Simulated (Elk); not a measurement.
Elk run on InSb (F-43m, 2 atoms in the cell): self-consistent single point.

Method: PBEsol, all-electron FP-LAPW, Elk's shipped species files, default APW+lo basis (Elk).

The change in words: lattice scaled by 0.98. Reference geometry:
```xyz
2
Lattice="0.0000 3.3166 3.3166 3.3166 0.0000 3.3166 3.3166 3.3166 0.0000" Properties=species:S:1:pos:R:3 pbc="T T T"
In     0.0000     0.0000     0.0000
Sb     1.6583     1.6583     1.6583
```

Reference input (self-consistent single point, DFT, PBEsol, all-electron FP-LAPW, Elk's shipped species files, default APW+lo basis): xctype = 22; rgkmax = 7; stype = 3; swidth = 0.00367493 Ha; ngridk = 6 6 6. This run's input differs from it in these lines:

```diff
@@ -16,5 +16,5 @@
 avec
-    0.0000000000    6.2674845622    6.2674845622
-    6.2674845622    0.0000000000    6.2674845622
-    6.2674845622    6.2674845622    0.0000000000
+    0.0000000000    6.1421352489    6.1421352489
+    6.1421352489    0.0000000000    6.1421352489
+    6.1421352489    6.1421352489    0.0000000000
```

Log, with long lists cut:

```
│ Self-consistent loop started │
│ Loop number : 1 │
 total energy                :     -12366.6023490
│ Loop number : 2 │
 total energy                :     -12366.6070128
RMS change in Kohn-Sham potential (target) :   0.9862297904E-01 (  0.1000000000E-05)
Absolute change in total energy (target)   :   0.4663751739E-02 (  0.1000000000E-03)
│ Loop number : 3 │
 total energy                :     -12366.5033764
RMS change in Kohn-Sham potential (target) :   0.9574097564E-01 (  0.1000000000E-05)
Absolute change in total energy (target)   :   0.1024703865     (  0.1000000000E-03)
│ Loop number : 4 │
   [... lines left out ...]
Absolute change in total energy (target)   :   0.9192991893E-03 (  0.1000000000E-03)
│ Loop number : 13 │
 total energy                :     -12361.5188717
RMS change in Kohn-Sham potential (target) :   0.3143867460E-06 (  0.1000000000E-05)
Absolute change in total energy (target)   :   0.2615133744E-03 (  0.1000000000E-03)
│ Loop number : 14 │
 total energy                :     -12361.5188604
RMS change in Kohn-Sham potential (target) :   0.4000951168E-07 (  0.1000000000E-05)
Absolute change in total energy (target)   :   0.7673636537E-04 (  0.1000000000E-03)
Convergence targets achieved

│ Loop number : 15 │

Energies :
 Fermi                       :     0.143838796265
 total energy                :     -12361.5188592

Density of states at Fermi energy :    2.659873903
 (states/Hartree/unit cell)

Estimated indirect band gap :   0.1641546933E-01
 from k-point      1 to k-point      4
Estimated direct band gap   :   0.4508987370E-01
 at k-point      6

Charges :
 core                        :    66.00000000
 valence                     :    34.00000000
 interstitial                :    3.498424759
 muffin-tins (core leakage)
  species :    1 (In)
   atom    1                 :    47.40619376     (  0.1322914039E-03)
  species :    2 (Sb)
   atom    1                 :    49.09538148     (  0.8022083627E-03)
 total in muffin-tins        :    96.50157524
 total calculated charge     :    99.99562160
 total charge                :    100.0000000
 error                       :   0.4378395536E-02

│ Self-consistent loop stopped │
```

The run converged in 15 iterations. The count includes the last loop, which Elk runs after its targets are met. Against the reference run the free energy falls by 11.6 meV/atom.

The starting cell comes from a database of computed structures (which also holds hypothetical and non-ambient phases and stackings), without a prior relaxation at this level. For this run, on top of that: lattice scaled by 0.98. Spin-orbit coupling is off. Values depend on the basis (sphere radii, cutoffs, local orbitals), which need not be converged. The run gives no clean gap (levels at the Fermi energy touch, overlap or are partly filled at this smearing), which alone does not show that the compound is a metal. The log's line on a gap gives a spacing of levels on this mesh, which the program prints for metals too.
